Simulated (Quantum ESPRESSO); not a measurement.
A user runs Quantum ESPRESSO on SrCd₄Pt₂ (P4_2/mnm, 14 atoms in the cell) and asks whether the run is sound. The aim is a self-consistent single point with DFT, PBEsol, plane waves, GBRV 1.5 ultrasoft (PBESOL) pseudopotentials.

The input file:

```fortran
&CONTROL
   calculation = 'scf',
   prefix = 'pwscf',
   outdir = './work',
   pseudo_dir = './',
   tprnfor = .true.,
   tstress = .true.,
/
&SYSTEM
   ibrav = 6,
   celldm(1) = 15.660765107,
   celldm(3) = 0.54251314056,
   nat = 14,
   ntyp = 3,
   ecutwfc = 40,
   ecutrho = 320,
   occupations = 'smearing',
   smearing = 'fermi-dirac',
   degauss = 0.0073499,
/
&ELECTRONS
   conv_thr = 1.0e-11,
   mixing_beta = 0.5,
/
ATOMIC_SPECIES
Sr    87.6200  sr_pbesol_v1.uspp.F.UPF
Cd   112.4140  cd_pbesol_v1.uspp.F.UPF
Pt   195.0840  pt_pbesol_v1.4.uspp.F.UPF
ATOMIC_POSITIONS {bohr}
Sr    7.830382554    7.830382554    4.248085431
Sr    0.000000000    0.000000000    0.000000000
Cd    5.370859393    1.441730036    4.248085431
Cd   10.289905714   14.219035071    4.248085431
Cd    6.388652518   13.201241947    0.000000000
Cd    9.272112589    2.459523160    0.000000000
Cd   13.201241947    6.388652518    0.000000000
Cd    2.459523160    9.272112589    0.000000000
Cd   14.219035071   10.289905714    4.248085431
Cd    1.441730036    5.370859393    4.248085431
Pt   12.231214156    3.429550951    4.248085431
Pt    3.429550951   12.231214156    4.248085431
Pt    4.400831603    4.400831603    0.000000000
Pt   11.259933504   11.259933504    0.000000000
K_POINTS {automatic}
1 1 1  0 0 0
```

Output (repeated stretches shortened):

```
     G-vector sticks info
     --------------------
     sticks:   dense  smooth     PW     G-vecs:    dense   smooth      PW
     Sum        6237    3125    777               201493    71191    8929

     bravais-lattice index     =            6
     lattice parameter (alat)  =      15.6608  a.u.
   [... lines left out ...]
         7        Cd     tau(   7) = (   0.8429500   0.4079400   0.0000000  )
         8        Cd     tau(   8) = (   0.1570500   0.5920600   0.0000000  )
         9        Cd     tau(   9) = (   0.9079400   0.6570500   0.2712566  )
        10        Cd     tau(  10) = (   0.0920600   0.3429500   0.2712566  )
        11        Pt     tau(  11) = (   0.7810100   0.2189900   0.2712566  )
        12        Pt     tau(  12) = (   0.2189900   0.7810100   0.2712566  )
        13        Pt     tau(  13) = (   0.2810100   0.2810100   0.0000000  )
        14        Pt     tau(  14) = (   0.7189900   0.7189900   0.0000000  )

     number of k points=     1  Fermi-Dirac smearing, width (Ry)=  0.0073
                       cart. coord. in units 2pi/alat
        k(    1) = (   0.0000000   0.0000000   0.0000000), wk =   2.0000000

     Dense  grid:   201493 G-vectors     FFT dimensions: (  90,  90,  50)

     Smooth grid:    71191 G-vectors     FFT dimensions: (  64,  64,  36)

     Initial potential from superposition of free atoms

     starting charge     173.9381, renormalised to     180.0000

     negative rho (up, down):  1.064E+00 0.000E+00
     Self-consistent Calculation

     iteration #  1     ecut=    40.00 Ry     beta= 0.50

     negative rho (up, down):  9.877E-01 0.000E+00

     total energy              =   -1894.37528539 Ry
     estimated scf accuracy    <       9.73940056 Ry

     iteration #  2     ecut=    40.00 Ry     beta= 0.50

     negative rho (up, down):  1.002E+00 0.000E+00

     total energy              =   -1897.95951169 Ry
     estimated scf accuracy    <       7.04080365 Ry

     iteration #  3     ecut=    40.00 Ry     beta= 0.50

     negative rho (up, down):  1.001E+00 0.000E+00

     total energy              =   -1898.68938949 Ry
     estimated scf accuracy    <       0.32112692 Ry

   [... 9 blocks of this kind left out ...]

     iteration # 13     ecut=    40.00 Ry     beta= 0.50

     negative rho (up, down):  1.001E+00 0.000E+00

     total energy              =   -1898.76155483 Ry
     estimated scf accuracy    <          1.6E-11 Ry

     iteration # 14     ecut=    40.00 Ry     beta= 0.50

     negative rho (up, down):  1.001E+00 0.000E+00
     End of self-consistent calculation

     the Fermi energy is    13.2489 ev

!    total energy              =   -1898.76155483 Ry
     estimated scf accuracy    <          3.4E-12 Ry
     smearing contrib. (-TS)   =      -0.00012018 Ry
     internal energy E=F+TS    =   -1898.76143465 Ry

     convergence has been achieved in  14 iterations

     negative rho (up, down):  1.001E+00 0.000E+00

     Forces acting on atoms (cartesian axes, Ry/au):

     atom    1 type  1   force =     0.00000000    0.00000000   -0.00000000
     atom    2 type  1   force =     0.00000000    0.00000000    0.00000000
     atom    3 type  2   force =    -0.00865235   -0.00339139    0.00000000
     atom    4 type  2   force =     0.00865235    0.00339139    0.00000000
   [... lines left out ...]
     Total force =     0.027753     Total SCF correction =     0.000006
   [... lines left out ...]

     negative rho (up, down):  1.001E+00 0.000E+00
          total   stress  (Ry/bohr**3)                   (kbar)     P=      -38.47
   0.00000297   0.00000000   0.00000000            0.44        0.00        0.00
   0.00000000   0.00000297   0.00000000            0.00        0.44        0.00
   0.00000000   0.00000000  -0.00079042            0.00        0.00     -116.27

   JOB DONE.
```

Task: Is anything amiss in this input, and did it matter?

Result: The run is not sound. The fault is a single k-point for a small metallic cell. One k-point cannot sample the Fermi surface of a small cell. To fix it, use a converged k-point mesh. The run converged in 14 iterations without an error; against the sound input the free energy drops by 94.0 meV/atom, the pressure goes from -2.90 to -3.85 GPa and the largest force goes from 0.066 to 0.239 eV/Å.

The sound input it was made from differs as follows (other fixes are possible):
```diff
-1 1 1  0 0 0
+3 3 5  0 0 0
```

With that input, the run converged in 15 iterations: free energy E − TS -25832.6506 eV; Fermi level (on the code's own zero) 12.20 eV; pressure -2.90 GPa; largest force (vector length) 0.066 eV/Å (DFT, PBEsol, plane waves, GBRV 1.5 ultrasoft (PBESOL) pseudopotentials).

On the sound input: the starting cell comes from a database of computed structures (which also holds hypothetical and non-ambient phases and stackings), without a prior relaxation at this level. Spin polarisation is off.
